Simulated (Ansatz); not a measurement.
The reference is CdSe in the wurtzite structure (space group P6_3mc, No. 186; a = 4.3829 Å, c = 7.1547 Å).

Levels (all Ansatz, a first-principles code, PAW, earlier PAW set): PBE (420 eV, spin-orbit coupling left out); HSE06 (420 eV, no spin-orbit coupling).

Its gap is 0.54 eV with PBE and 1.46 eV with HSE06.

One thing is altered: cell and atoms relaxed at a pressure of 9 GPa.

With PBE the gap becomes 0.84 eV.

Problem. If the HSE06 correction stayed the same, what would the HSE06 gap be, and what does the HSE06 run give?

Solution. A rigid correction of +0.92 eV gives 1.76 eV. The HSE06 run gives 1.82 eV, so the correction itself changes by +0.06 eV.

Single points use the geometry relaxed with PBE. Load acts through the strain it causes; cell and atoms are relaxed under it. Whether these cells are dynamically stable was not tested. Measured, CdSe leaves this structure (for rock salt) near 2.72 GPa (temperature not stated; as listed in Datta, Sujoy, Jana, Debnarayan, arXiv (2020)), on rising pressure, with hysteresis.
